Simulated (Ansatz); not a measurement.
An Ansatz (a first-principles code) run: BaTiO3 with a change (isotropic strain −3.56 %); PBEsol in Ansatz (plane waves to 420 eV, PAW, no SOC).

Input:

Ansatz 0.2 input:
```yaml
crystal:
  lattice:
    - [3.8145862556, 0, 0]
    - [0, 3.8145862556, 0]
    - [0, 0, 3.9002699751]
  atoms:
    - { symbol: Ti, position: [0.5, 0.5, 0.4470042837] }
    - { symbol: Ba, position: [0, 0, 0.9317569541] }
    - { symbol: O, position: [0.5, 0.5, 0.9019748893] }
    - { symbol: O, position: [0.5, 0, 0.4126319365] }
    - { symbol: O, position: [0, 0.5, 0.4126319365] }
basis: { ecutwfc: 420, ecutrho_ratio: 4, xc_grid: 2, fft_grid_basis: typed }
kpoints: { mp_grid: { grid: [8, 8, 8] } }
hamiltonian:
  xc: pbesol
  dispersion: none
  pseudopotentials: { kind: paw }
scf: { occupations: { method: fermi_dirac, width: 0.05 }, convergence: { dr2_threshold: 0.0000000005 } }
relax: { f_tol: 0.005, max_steps: 50 }
output: { forces: true, stress: true }
checkpoint: { write: state.ck, write_every: 1000 }
```

Output (explanatory and most iteration lines left out):

```
Relaxation: its limit of steps is 50 (relax.max_steps)
Pseudopotential: Ti, paw, valence charge 12
Pseudopotential: Ba, paw, valence charge 10
Pseudopotential: O, paw, valence charge 6
Crystal: 5 atoms, lattice volume = 56.753 Å³
Basis set: ecut = 420 eV, 1101 PW (Γ), exchange–correlation on 54×54×54 points (8 copies of the dense FFT grid, shifted against one another)
Bands: 25, of which v1, the nominal top of the filled ones, is band 20 counted from 1 (19 counted from 0)
Symmetry: 8 space group operations
Space group: P4mm (ITA 99), of the structure as read, at distance tolerance 3.8e-5 Å
k-points: 75 of 512 (time reversal used)
Functional: x = pbesol(κ = 0.804, μ = 0.12345679012345678), c = pbesol(β = 0.046)
SCF iter   1: F=—  HF=-10027.056988 eV  |F-HF|=—  |Δ(HF+E_count)|=         —  Δρ=1.62e-2  dr2=1.21e-1  ethr=1.77e-3  ⟨swp⟩=6.2  Hψ=9406  notcnv=0
SCF iter   2: F=—  HF=-10027.030484 eV  |F-HF|=—  |Δ(HF+E_count)|=   2.65e-2  Δρ=4.30e-3  dr2=1.11e-2  ethr=3.04e-4  ⟨swp⟩=2.5  Hψ=3561  notcnv=0  defer=66
SCF 1 converged in 8 iterations: F = -10027.028486 eV  dr2 = 3.93e-11
relax step   1: F+E_penalty+E_count = -10027.02848613 eV  Δ(F+E_penalty+E_count) = +0.000e0 eV  max|allowed force component| = 1.216e0 eV/Å  Δτ_max = 0.0000 Å  (8 SCF iters, accepted)
Crystal: 5 atoms, lattice volume = 56.753 Å³
SCF iter   1: F=—  HF=-10027.047132 eV  |F-HF|=—  |Δ(HF+E_count)|=         —  Δρ=3.21e-3  dr2=7.04e-3  ethr=1.76e-5  ⟨swp⟩=1.9  Hψ=6983  notcnv=0  defer=68
SCF iter   2: F=—  HF=-10027.045505 eV  |F-HF|=—  |Δ(HF+E_count)|=   1.63e-3  Δρ=1.61e-3  dr2=2.01e-3  ethr=1.76e-5  ⟨swp⟩=2.0  Hψ=2713  notcnv=0  defer=68
SCF 2 converged in 8 iterations: F = -10027.044706 eV  dr2 = 4.35e-11
relax step   2: F+E_penalty+E_count = -10027.04470586 eV  Δ(F+E_penalty+E_count) = -1.622e-2 eV  max|allowed force component| = 9.314e-1 eV/Å  Δτ_max = 0.0308 Å  (8 SCF iters, accepted)
Crystal: 5 atoms, lattice volume = 56.753 Å³
SCF iter   1: F=—  HF=-10027.062333 eV  |F-HF|=—  |Δ(HF+E_count)|=         —  Δρ=2.37e-3  dr2=4.20e-3  ethr=4.40e-5  ⟨swp⟩=3.4  Hψ=4903  notcnv=0  defer=68
SCF iter   2: F=—  HF=-10027.061411 eV  |F-HF|=—  |Δ(HF+E_count)|=   9.22e-4  Δρ=1.24e-3  dr2=1.29e-3  ethr=1.05e-5  ⟨swp⟩=1.0  Hψ=2475  notcnv=0  defer=68
SCF 3 converged in 8 iterations: F = -10027.060814 eV  dr2 = 7.32e-11
relax step   3: F+E_penalty+E_count = -10027.06081393 eV  Δ(F+E_penalty+E_count) = -1.611e-2 eV  max|allowed force component| = 5.867e-1 eV/Å  Δτ_max = 0.0132 Å  (8 SCF iters, accepted)
Crystal: 5 atoms, lattice volume = 56.753 Å³
SCF iter   1: F=—  HF=-10027.098440 eV  |F-HF|=—  |Δ(HF+E_count)|=         —  Δρ=1.12e-2  dr2=5.20e-2  ethr=2.81e-3  ⟨swp⟩=4.3  Hψ=5574  notcnv=0  defer=42
SCF iter   2: F=—  HF=-10027.086357 eV  |F-HF|=—  |Δ(HF+E_count)|=   1.21e-2  Δρ=5.82e-3  dr2=1.48e-2  ethr=1.30e-4  ⟨swp⟩=2.0  Hψ=2961  notcnv=0  defer=63
SCF 4 converged in 9 iterations: F = -10027.081631 eV  dr2 = 2.07e-11
relax step   4: F+E_penalty+E_count = -10027.08163099 eV  Δ(F+E_penalty+E_count) = -2.082e-2 eV  max|allowed force component| = 4.211e-3 eV/Å  Δτ_max = 0.0906 Å  (9 SCF iters, accepted)
SCF converged after 9 iterations
Free energy (F): -10027.081631 eV
Internal energy: -10027.081631 eV  (E = F + TS)
E sigma→0 (E₀):  -10027.081631 eV
Fermi energy:    13.026911 eV
--- Forces (eV/Å), atoms counted from 1 ---
  atom   1  Ti    -0.00000000    -0.00000000    -0.00277988
  atom   2  Ba     0.00000000    -0.00000000     0.00236998
  atom   3  O      0.00000000    -0.00000000     0.00421174
  atom   4  O      0.00000000     0.00000000    -0.00190002
  atom   5  O     -0.00000000     0.00000000    -0.00190002
--- Stress (GPa, compression-positive) ---
       24.343103       0.000000       0.000000
        0.000000      24.343103       0.000000
        0.000000       0.000000      17.394440
  P = ⅓ Tr σ = 22.0269 GPa (220.269 kbar)
--- Relaxed structure (4 steps of the walk, 4 accepted, 0 SCFs on fresh bases) ---
  atoms:
    - { symbol: Ti, position: [0.49999999999999994, 0.49999999999999994, 0.4228965607996465] }
    - { symbol: Ba, position: [-2.0124730393162343e-18, 8.078170749175748e-35, 0.9216263682256141] }
    - { symbol: O, position: [0.49999999999999994, 0.49999999999999994, 0.9204236391617703] }
    - { symbol: O, position: [0.49999999999999994, -1.716611284199847e-34, 0.4205267159564849] }
    - { symbol: O, position: [1.568322997754178e-18, 0.49999999999999994, 0.4205267159564849] }
```

Stability against distortions was not tested. All final runs are without spin polarisation. The cell was made from BaTiO₃ (space group P4mm, No. 99) by this change: isotropic strain −3.56 %.
